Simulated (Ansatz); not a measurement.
The structure below was relaxed with PBEsol (Ansatz, an electronic-structure program, PAW, spin-orbit coupling left out).

```
CELL_PARAMETERS angstrom
      2.62051     1.51295     7.38707
     -2.62051     1.51295     7.38707
      0.00000    -3.02591     7.38707
ATOMIC_POSITIONS crystal
  La 0.75892 0.75892 0.75892
  La 0.24108 0.24108 0.24108
  Te 0.60866 0.60866 0.60866
  Te 0.39134 0.39134 0.39134
  F  0.85802 0.85802 0.85802
  F  0.14198 0.14198 0.14198
```

Problem. Find the space group and the Wyckoff positions.

Solution. Space group R-3m, hexagonal axes (No. 166); a = b = 5.241 Å, c = 22.161 Å, α = β = 90.00°, γ = 120.00°

| atom | site | symmetry | x | y | z |
|---|---|---|---|---|---|
| La | 6c | 3m | 0.0000 | 0.0000 | 0.2411 |
| Te | 6c | 3m | 0.0000 | 0.0000 | 0.3913 |
| F | 6c | 3m | 0.0000 | 0.0000 | 0.1420 |

Problem. Describe the coordination.

Solution. The crystal has 18 atoms in its conventional cell. Lattice parameters: a = b = 5.2410 Å, c = 22.1612 Å, α = β = 90.00°, γ = 120.00°. La is surrounded by 1 F at 2.196 Å and 3 F at 3.220 Å and 3 Te at 3.120 Å and 1 Te at 3.330 Å (cubic). Te is surrounded by 3 La at 3.120 Å and 1 La at 3.330 Å (tetrahedral). F is coordinated by 1 La at 2.196 Å and 3 La at 3.220 Å (tetrahedral). (Neighbours: up to the widest gap in distance over summed covalent radii, below 1.35, at either atom; cation-cation and far metal-metal contacts left out.)

Spin-orbit coupling, missing from the scalar runs, can matter with Te. Stability against distortions was not tested. The cell was made from LaOF by this change: O → Te; the result is a hypothetical phase, not in the database extracts checked.
